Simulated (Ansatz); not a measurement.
Quick settings and what they miss: ZrV2Ga4 (I4/mmm, 7 atoms in the cell)

Self-consistent single point.

```
CELL_PARAMETERS angstrom
     -3.18355     3.18355     2.55425
      3.18355    -3.18355     2.55425
      3.18355     3.18355    -2.55425
ATOMIC_POSITIONS crystal
  Zr 0.00000 0.00000 0.00000
  V  0.75000 0.25000 0.50000
  V  0.25000 0.75000 0.50000
  Ga 0.30306 0.30306 0.60612
  Ga 0.69694 0.69694 0.39388
  Ga 0.30306 0.69694 0.00000
  Ga 0.69694 0.30306 0.00000
```

Level of theory: PBEsol, default PAW files made with PBE (plane waves; Ansatz, a quantum-chemistry and plane-wave program).

Base settings: basis.ecutwfc = 420 eV; kpoints.mp_grid.grid = 6 6 6; hamiltonian.xc = pbesol; hamiltonian.pseudopotentials = {kind: paw} (the program's default PAW files); scf.occupations.method = cold; scf.occupations.width = 0.2 eV.

Tight run (finer mesh or higher cutoff; not a proven limit): basis.ecutwfc: 420 eV → 590 eV; kpoints.mp_grid.grid: 6 6 6 → 9 9 9; scf.convergence.dr2_threshold: default (1e-07 eV) → 1e-09 eV. It gave Fermi level (on the code's own zero) 14.93 eV; pressure 1.94 GPa; largest force (vector length) 0.034 eV/Å.

Quick runs, as changes from the base:
- A: the base itself
- B: basis.ecutwfc: 420 eV → 210 eV; kpoints.mp_grid.grid: 6 6 6 → 4 4 4; hamiltonian.xc: pbesol → lda; scf.occupations.method: cold → gaussian; kpoints.mp_grid.shift: default → 0.5 0.5 0.5; scf.convergence.dr2_threshold: default (1e-07 eV) → 0.0001 eV [LDA (PW92)]
- C: basis.ecutwfc: 420 eV → 335 eV; scf.occupations.method: cold → gaussian; scf.occupations.width: 0.2 eV → 0.272 eV; kpoints.mp_grid.shift: default → 0.5 0.5 0.5; scf.convergence.dr2_threshold: default (1e-07 eV) → 0.001 eV
- D: basis.ecutwfc: 420 eV → 295 eV; kpoints.mp_grid.grid: 6 6 6 → 8 8 8; hamiltonian.xc: pbesol → lda; scf.occupations.method: cold → gaussian; scf.occupations.width: 0.2 eV → 0.136 eV; scf.convergence.dr2_threshold: default (1e-07 eV) → 0.0001 eV [LDA (PW92)]
- E: kpoints.mp_grid.grid: 6 6 6 → 4 4 4; hamiltonian.xc: pbesol → lda; scf.occupations.method: cold → methfessel_paxton; scf.occupations.width: 0.2 eV → 0.5 eV [LDA (PW92)]
- F: basis.ecutwfc: 420 eV → 250 eV; kpoints.mp_grid.grid: 6 6 6 → 3 3 3; hamiltonian.xc: pbesol → lda; scf.occupations.method: cold → methfessel_paxton; scf.convergence.dr2_threshold: default (1e-07 eV) → 0.0001 eV [LDA (PW92)]

Energies are extrapolated to zero smearing width, which holds to low order in the width alone.

Dashes: energy of B, D, E, F, another energy zero.

† marks runs with another functional, U, potentials or spin treatment: their distance from the tight run is not a convergence error alone.

The count of work is k-points × plane waves × bands × iterations; it is no time. 

Pressures in the table are Ansatz's without its Pulay estimate, at a fixed set of plane waves; the tight run's value above holds the estimate.

The starting cell comes from a database of computed structures (which also holds hypothetical and non-ambient phases and stackings), without a prior relaxation at this level. Its lattice was rescaled by a random factor within 2.5 % of one. Spin polarisation is off.

```
run  energy less tight (meV/atom)  pressure less tight (GPa)  largest miss in a force vector (eV/Å)  count of work / tight
---  ----------------------------  -------------------------  -------------------------------------  ---------------------
A                             1.2                      -0.04                                  0.014                   0.21
B†                              –                    -257.55                                  0.355                  0.024
C                            23.6                      -2.37                                  0.014                   0.11
D†                              –                     -20.56                                  0.025                   0.18
E†                              –                      -4.58                                  0.004                  0.083
F†                              –                     -87.27                                  0.243                  0.015
```

Among the runs at the tight run's level, the energy misses run from 1.2 to 23.6 meV/atom.

Keys are those of Ansatz 0.2.
